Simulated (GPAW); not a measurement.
Variants of one calculation on ZnAg3 (P6_3/mmc, 8 atoms in the cell)

```
ZnAg3
1.0
    5.68868     0.00000     0.00000
   -2.84434     4.92654     0.00000
    0.00000     0.00000     4.69993
Zn Ag
2 6
Direct
  0.33333   0.66667   0.75000
  0.66667   0.33333   0.25000
  0.16840   0.33681   0.25000
  0.83159   0.66319   0.75000
  0.83159   0.16840   0.75000
  0.16840   0.83159   0.25000
  0.66319   0.83159   0.25000
  0.33681   0.16840   0.75000
```

Base run A: LDA (Perdew-Wang 92), GPAW PAW datasets LDA (gpaw-data 1.0.1) (GPAW), self-consistent single point.

Its settings: mode = pw; ecut = 850 eV; xc = LDA; kpts = 5 5 5; mesh shift (steps) = 0 0 0; occupations.name = fermi-dirac; occupations.width = 0.1 eV; nbands = -16; convergence.density = 1e-05 e/electron; convergence.energy = 1e-05 eV/electron; symmetry.symmorphic = false; symmetry.tolerance = 0.0005; maxiter = 100.

The starting cell comes from a database of computed structures (which also holds hypothetical and non-ambient phases and stackings), without a prior relaxation at this level. In the base run, with a pressure of about -8 GPa the cell is away from its equilibrium volume at this level.

ΔF is the free energy per atom less that of run A. A dash stands where there is no value to compare (another energy zero or no entropy term, no result, no spin, no clean gap, or a mesh too coarse for one). Total energies depend on the potentials, the functional and any Hubbard or dispersion term, so they are compared only between runs that share all of them.

Run A gave: pressure (GPa) -7.96; largest force (eV/Å) 0.018; k-points 15; ending converged.

Runs:
- B: kpts: 5 5 5 → 6 6 6; occupations.width: 0.1 eV → 0.3 eV
- C: convergence.density: 1e-05 e/electron → 4e-05 e/electron; convergence.energy: 1e-05 eV/electron → 8e-07 eV/electron; convergence.eigenstates: default → 8e-11
- D: kpts: 5 5 5 → 7 7 7; kpts_shift: 0 0 0 → 0.5 0.5 0.5
- E: lattice scaled by 0.985; ecut: 850 eV → 510 eV
- F: h: default → 0.12 Å
- G: mixer.beta: default → 0.15
- H: xc: LDA → vdW-DF2 (libvdwxc); potentials: GPAW PAW datasets PBE (gpaw-data 1.0.1) [vdW-DF2]
- I: convergence.bands: default → all

**Question.** What does run H change against A?

**Answer.** The pressure goes from -7.96 to 17.78 GPa and the largest force goes from 0.018 to 0.002 eV/Å.

```tsv
run	ΔF (meV/atom)	pressure (GPa)	largest force (eV/Å)	k-points	ending
A	0.00	-7.96	0.018	15	converged
B	-24.6	-7.62	0.028	28	converged
C	0.00	-7.96	0.019	15	converged
D	12.4	-7.87	0.028	64	converged
E	-23.5	–	0.019	15	converged
F	0.00	-7.96	0.019	15	converged
G	0.00	-7.95	0.018	15	converged
H	–	17.78	0.002	15	converged
I	–	–	–	15	not converged
```
